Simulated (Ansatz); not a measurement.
Data:

```xyz
3
Lattice="0.0000 3.6130 3.6130 3.6130 0.0000 3.6130 3.6130 3.6130 0.0000" Properties=species:S:1:pos:R:3 pbc="T T T"
K      1.8065     1.8065     1.8065
K      5.4195     5.4195     5.4195
S      0.0000     0.0000     0.0000
```

No spin polarisation.

The values are results of DFT with PBEsol, PAW potentials and a 420 eV plane-wave cutoff in Ansatz (a quantum-chemistry and plane-wave program), no SOC, not measurements. Settings: 8×8×8 k-points, 0.05 eV Fermi–Dirac smearing.

Task: Predict the electron mass.

Result: 0.35 mₑ (at Γ).

Task: Estimate the width of the top valence band.

Result: 0.28 eV.

The levels and masses belong to the bands next to the band gap. The cells carry an imposed strain or load. Masses are band curvatures over ±0.01 Å⁻¹ around the edge. No phonon test of stability was made. The cell was made from K2S in the anti-fluorite structure (space group Fm-3m, No. 225) by this change: isotropic strain −1.50 %.
